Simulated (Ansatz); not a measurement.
Start from PbTe in the rock salt structure (space group Fm-3m, No. 225; a = 6.569 Å).

Perturbation: a hydrostatic pressure of 7.5 GPa.

Computed with PBE/PAW in Ansatz (a quantum-chemistry and plane-wave program), scalar-relativistic without spin-orbit coupling, earlier PAW set.

Base, band edges from the VBM (valence, conduction): X -2.51, 3.52; W -0.28, 1.73; L 0.00, 0.83; Γ -1.16, 4.03; K -1.88, 3.54; U -1.88, 3.54 eV.

Q: Give the band edges at the high-symmetry points of the new zone, measured from its valence-band maximum.

A: 
```json
[
 {"point": "Γ", "valence edge (eV)": "-1.76", "conduction edge (eV)": "4.14"},
 {"point": "X", "valence edge (eV)": "-3.40", "conduction edge (eV)": "2.84"},
 {"point": "U", "valence edge (eV)": "-2.49", "conduction edge (eV)": "3.57"},
 {"point": "K", "valence edge (eV)": "-2.49", "conduction edge (eV)": "3.57"},
 {"point": "L", "valence edge (eV)": "0.00", "conduction edge (eV)": "0.51"},
 {"point": "W", "valence edge (eV)": "-0.53", "conduction edge (eV)": "1.54"}
]
```

The gap is 0.51 eV, direct at L.

Spin-orbit coupling, missing from the scalar runs, can matter with Pb and Te. Load acts through the strain it causes; cell and atoms are relaxed under it. No phonon test of stability was made. No other phases were tried under pressure.
